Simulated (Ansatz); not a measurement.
Input and output of a self-consistent single point for SiNi (R3, 8 atoms in the cell) (Ansatz, an electronic-structure program).

Computed with LDA (PW92), harder PAW files (source: ansatz) made with PBE (plane waves; Ansatz).

```
CELL_PARAMETERS angstrom
      4.52621     0.00000     0.00000
      0.00000     4.52621     0.00000
      0.00000     0.00000     4.52621
ATOMIC_POSITIONS crystal
  Si 0.65317 0.15317 0.34683
  Si 0.85321 0.85321 0.85321
  Si 0.15317 0.34683 0.65317
  Si 0.34683 0.65317 0.15317
  Ni 0.35050 0.85050 0.64950
  Ni 0.14950 0.14950 0.14950
  Ni 0.85050 0.64950 0.35050
  Ni 0.64950 0.35050 0.85050
```

Reference input (self-consistent single point, DFT, LDA (PW92), plane waves, default PAW files made with PBE): basis.ecutwfc = 420 eV; kpoints.mp_grid.grid = 5 5 5; hamiltonian.xc = lda; hamiltonian.pseudopotentials = {kind: paw} (the program's default PAW files); scf.occupations.method = gaussian; scf.occupations.width = 0.1 eV. This run's input differs from it in these lines:

Ansatz 0.2 input:
```diff
@@ -15,3 +15,3 @@
 basis:
-  ecutwfc: 420.0 eV
+  ecutwfc: 1840.0 eV
 kpoints:
@@ -20,3 +20,3 @@
   xc: lda
-  pseudopotentials: { kind: paw }
+  pseudopotentials: { kind: paw, source: ansatz }
 scf:
```

Log, with long lists cut:

```
SCF iter   1: F=—  HF=-25533.455762 eV  |F-HF|=—  |Δ(HF+E_count)|=         —  Δρ=9.22e-2  dr2=1.01e1  ethr=3.10e-3  ⟨swp⟩=8.7  Hψ=5361  notcnv=0  defer=1
all-band conjugate gradients solve this SCF's bands
preconditioner: auto → Resta (q_TF=auto, 2.705 Å⁻¹)
SCF iter   2: F=—  HF=-25532.106995 eV  |F-HF|=—  |Δ(HF+E_count)|=    1.35e0  Δρ=3.50e-2  dr2=1.93e0  ethr=3.10e-3  ⟨swp⟩=2.1  Hψ=1873  notcnv=0  defer=45
   [... lines left out ...]
SCF iter   5: F=—  HF=-25531.539339 eV  |F-HF|=—  |Δ(HF+E_count)|=   2.51e-3  Δρ=6.76e-4  dr2=3.87e-4  ethr=1.24e-5  ⟨swp⟩=2.0  Hψ=1539  notcnv=0  defer=46
SCF iter   6: F=—  HF=-25531.539245 eV  |F-HF|=—  |Δ(HF+E_count)|=   9.44e-5  Δρ=9.30e-5  dr2=5.46e-6  ethr=4.40e-7  ⟨swp⟩=2.0  Hψ=1820  notcnv=0  defer=46
SCF iter   7: F=—  HF=-25531.539556 eV  |F-HF|=—  |Δ(HF+E_count)|=   3.12e-4  Δρ=4.37e-5  dr2=1.79e-6  ethr=6.20e-9  ⟨swp⟩=2.5  Hψ=2102  notcnv=0  defer=46
SCF iter   8: F=-25531.539556 eV  HF=-25531.539556 eV  |F-HF|=5.66e-8  |Δ(HF+E_count)|=   2.59e-7  Δρ=8.79e-6  dr2=5.09e-8  ethr=1.14e-10  ⟨swp⟩=12.1  Hψ=6736  notcnv=0
SCF 1 converged in 8 iterations: F = -25531.539556 eV  dr2 = 5.09e-8
Free energy (F): -25531.539556 eV
Internal energy: -25531.529171 eV  (E = F + TS)
E sigma→0 (E₀):  -25531.534364 eV
Entropy (-TS):   -0.010385 eV (-1.298 meV/atom)
Fermi energy:    16.099060 eV
--- Forces (eV/Å), atoms counted from 1 ---
  atom   1  Si     0.02760864     0.06137093     0.00954072
  atom   2  Si    -0.31542787    -0.31542787    -0.31542787
  atom   3  Si     0.06137093     0.00954072     0.02760864
  atom   4  Si     0.00954072     0.02760864     0.06137093
  atom   5  Ni     0.11214334     0.03149432     0.00246817
  atom   6  Ni     0.07080437     0.07080437     0.07080437
  atom   7  Ni     0.03149432     0.00246817     0.11214334
  atom   8  Ni     0.00246817     0.11214334     0.03149432
--- Stress (GPa, compression-positive) ---
      -11.797320       0.132277       0.132277
        0.132277     -11.797320       0.132277
        0.132277       0.132277     -11.797320
  P = ⅓ Tr σ = -11.7973 GPa (-117.973 kbar)
  The stress holds the Pulay correction. Without it, at fixed plane waves, as pw.x and ABINIT print it: P = -11.8009 GPa
```

The run converged in 8 iterations. Against the reference run the pressure moves little (-11.79 to -11.80 GPa) and the largest force hardly changes (0.549 to 0.546 eV/Å).

The starting cell comes from a database of computed structures (which also holds hypothetical and non-ambient phases and stackings), without a prior relaxation at this level. Its lattice was rescaled by up to half a per cent. One atom was moved a little off its site on purpose. Spin polarisation is off. Ansatz's pressure includes its estimate of the finite-basis (Pulay) stress.

Cost on one core of a shared machine: roughly 50 s.
